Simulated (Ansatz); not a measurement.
Data:

```xyz
8
Lattice="-2.9558 2.9558 5.6149 2.9558 -2.9558 5.6149 2.9558 2.9558 -5.6149" Properties=species:S:1:pos:R:3 pbc="T T T"
Cd     0.0000     0.0000     0.0000
Cd     0.0000     2.9558     2.8075
Ge     0.0000     0.0000     5.6149
Ge     2.9558     0.0000     2.8075
As     1.3251     1.4779     7.0187
As     1.4779    -1.3251     4.2112
As     1.6308     1.4779     1.4037
As     1.4779     4.2809    -1.4037
```

No spin polarisation.

All numbers come from plane-wave PAW DFT at the PBE level (Ansatz, a quantum-chemistry and plane-wave program, 420 eV), no spin-orbit coupling. k-mesh 8×8×8 (Γ-centred); smearing 0.05 eV (Fermi–Dirac).

Q: What space group does the calculation give?

A: I-42d (No. 122).

Q: What pressure (mean of the normal stresses, compression positive) does the calculation give?

A: 4.21 GPa.

The cells carry an imposed strain or load. No phonon test of stability was made. The cell was made from CdGeAs₂ in the chalcopyrite structure (space group I-42d, No. 122) by this change: isotropic strain −2.25 %.
